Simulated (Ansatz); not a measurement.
System: CsCl-type TbRh. Method: LDA (plane waves, PAW; Ansatz, a program for electronic structure).

Settings: plane-wave cutoff 520 eV, 16×16×16 k mesh, Fermi–Dirac smearing 0.05 eV, spin-polarised with parallel moments, scalar-relativistic PAW data made under PBE.

Computed at the level's own relaxed cell.

Q: What does this level give for the lattice constant a and bulk modulus B0?

A: 
- lattice constant a = 3.330 Å
- bulk modulus B0 = 133 GPa

The run finds no gap.

Note: the magnetic order was assumed, not searched for or taken from measurement; the 4f shell is treated without U or exact exchange, so its levels and filling can be wrong; the bulk modulus is −V dP/dV from two relaxed cells at ±2 % in volume; the volume lies 7 % below that of the published cell.

Spin–orbit coupling is not included.

The computed numbers hold no vibrational or temperature effects.
